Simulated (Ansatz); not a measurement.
# TiAl3: pressure series

The parent structure is TiAl₃ (space group I4/mmm, No. 139; a = 3.824 Å, c = 8.561 Å).

Cell and atoms are relaxed at each pressure.

Level of theory: Ansatz (a program for electronic structure), r2SCAN, PAW, cutoff 500 eV, no SOC.

```tsv
pressure (GPa)	volume per atom (Å³/atom)
-2	15.934
-1	15.789
0	15.649
0.9	15.530
2.1	15.376
4.5	15.091
9	?
15	14.082
22.5	13.520
```

Fit the third-order Birch–Murnaghan form P(V) = (3B₀/2)[(V₀/V)^(7/3) − (V₀/V)^(5/3)]·[1 + (3/4)(B₀′ − 4)((V₀/V)^(2/3) − 1)] (squares taken in P) to the rows shown and predict the withheld row.

Least squares on the printed values gives V₀ = 15.650 Å³/atom, B₀ = 115 GPa, B₀′ = 3.9; this predicts 14.618 Å³/atom, and the run gives 14.618 Å³/atom, in agreement.

Load acts through the strain it causes; cell and atoms are relaxed under it. No phonon test of stability was made. No other phases were tried under pressure. All final runs are without spin polarisation.
